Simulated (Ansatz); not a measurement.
OH on the 1x1 (111) surface of fcc Al, one in a 2x2 cell, started at the site 'hollow Al-Al-Al over Al at depth 4.6 Å'

These are r2SCAN, at the PBE geometry and the start's symmetry (plane waves to 500 eV, PAW; Ansatz, an electronic-structure program) values and carry that method's errors.

Set-up: 18 atoms, 7.0 Å thick at the start under the adsorbate (thin: gaps and levels are the slab's own); mesh 6x6x1; 0.1 eV smearing; dipole correction on; single point; no symmetry held, on the structure that PBE left; spin-polarised, no spin-orbit, no U, no dispersion correction. The starting moment vanished. The program's check for a lower electronic state was not made. At the end it is bonded to 3 Al. In PBE this state lies 0.06 eV over the lowest of the starts that converged ('bridge Al-Al (span 2.9 Å)').

```json
{
 "adsorption energy against H2O(g) − ½ H2(g) at the same level": "-0.84 eV",
 "work_function_of_the_top_face": "2.54 eV",
 "change_of_the_work_function": "-1.54 eV",
 "change_of_the_step_from_the_bottom_to_the_top_vacuum_level_against_the_clean_slab": "-1.59 eV",
 "height of the binding atom over the mean of the host atoms within 0.3 Å of the top one": "1.160 Å",
 "magnetic_moment_of_the_cell": "0.00 μB",
 "nearest_host_atoms_of_the_binding_atom": "Al at 2.06 Å, Al at 2.07 Å, Al at 2.08 Å",
 "cost": "roughly 6 core-minutes"
}
```

A negative adsorption energy means that the adsorbate is more stable on the surface than in its reference.
